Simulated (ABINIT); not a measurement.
Input and output of a self-consistent single point for Sr3BiSb (Pm-3m, 5 atoms in the cell) (ABINIT).

Level of theory: PBEsol, norm-conserving pseudopotentials (PseudoDojo nc-sr-04 PBEsol standard) (plane waves; ABINIT 10.0.3).

```
CELL_PARAMETERS angstrom
      6.36359     0.00000     0.00000
      0.00000     6.36359     0.00000
      0.00000     0.00000     6.36359
ATOMIC_POSITIONS crystal
  Sr 0.00000 0.50000 0.50000
  Sr 0.50000 0.00000 0.50000
  Sr 0.50000 0.50000 0.00000
  Sb 0.00000 0.00000 0.00000
  Bi 0.50000 0.50000 0.50000
```

Reference input (self-consistent single point, DFT, PBEsol, plane waves, norm-conserving pseudopotentials (PseudoDojo nc-sr-04 PBEsol standard)): pseudos = [Sr.upf, Sb.upf, Bi.upf]; ecut = 1088 eV; occopt = 7; tsmear = 0.1 eV; ngkpt = 3 3 3; nshiftk = 1; shiftk = 0 0 0; potentials = PseudoDojo nc-sr-04 PBEsol standard; nband = 39; kptopt = 1; nstep = 80; tolvrs = 1e-12. This run's input differs from it in these lines:

```diff
@@ -23,3 +23,3 @@
 kptopt 1
-ngkpt 3 3 3
+ngkpt 4 4 4
 nshiftk 1
```

The program printed (abridged):

```
--- !BeginCycle
solver: {iscf: 7, nstep: 80, nline: 4, wfoptalg: 0, }
tolerances: {tolvrs: 1.00E-12, }
...

     iter   Etot(hartree)      deltaE(h)  residm     vres2
 ETOT  1  -273.53130130761    -2.735E+02 7.967E-01 5.566E+02
 ETOT  2  -275.06666450553    -1.535E+00 1.533E-02 6.244E+02
 ETOT  3  -275.11024290619    -4.358E-02 7.112E-03 1.411E+02
 ETOT  4  -275.12290968347    -1.267E-02 6.136E-03 5.463E+00
 ETOT  5  -275.12315469107    -2.450E-04 3.430E-03 7.927E-01
   [... 5 lines left out ...]
 ETOT 11  -275.12318417939    -6.196E-12 6.275E-04 1.584E-07
 ETOT 12  -275.12318417942    -2.700E-11 2.860E-04 3.063E-09
 ETOT 13  -275.12318417942    -6.366E-12 2.330E-04 8.413E-11
 ETOT 14  -275.12318417941     1.620E-11 2.572E-04 7.191E-13
 At SCF step   14       vres2   =  7.19E-13 < tolvrs=  1.00E-12 =>converged.

 Cartesian components of stress tensor (hartree/bohr^3)
  sigma(1 1)=  7.87819556E-05  sigma(3 2)=  0.00000000E+00
  sigma(2 2)=  7.87819556E-05  sigma(3 1)=  0.00000000E+00
  sigma(3 3)=  7.87819556E-05  sigma(2 1)=  0.00000000E+00

 ----iterations are completed or convergence reached----

 reduced coordinates (array xred) for    5 atoms
       0.000000000000      0.500000000000      0.500000000000
       0.500000000000      0.000000000000      0.500000000000
       0.500000000000      0.500000000000      0.000000000000
       0.000000000000      0.000000000000      0.000000000000
       0.500000000000      0.500000000000      0.500000000000
 cartesian forces (eV/Angstrom) at end:
    1     -0.00000000000000    -0.00000000000000    -0.00000000000000
   [... lines left out ...]
 Fermi (or HOMO) energy (hartree) =   0.10501   Average Vxc (hartree)=  -0.28358
   [... lines left out ...]
total_energy        : -2.75123184179406E+02
total_energy_eV     : -7.48648257349129E+03
band_energy         : -3.42475624977761E+01
...

-Cartesian components of stress tensor (GPa)         [Pressure= -2.3178E+00 GPa]
- sigma(1 1)=  2.31784477E+00  sigma(3 2)=  0.00000000E+00
- sigma(2 2)=  2.31784477E+00  sigma(3 1)=  0.00000000E+00
- sigma(3 3)=  2.31784477E+00  sigma(2 1)=  0.00000000E+00

 Calculation completed.
```

The run converged in 14 iterations. Against the reference run the free energy drops by 6.0 meV/atom and the pressure moves little (-2.27 to -2.32 GPa).

The starting cell comes from a database of computed structures (which also holds hypothetical and non-ambient phases and stackings), without a prior relaxation at this level. Its lattice was rescaled by a random factor within 2.5 % of one. The run gives no clean gap (levels at the Fermi energy touch, overlap or are partly filled at this smearing), which alone does not show that the compound is a metal.

Cost on one core of a shared machine: roughly 6 min.
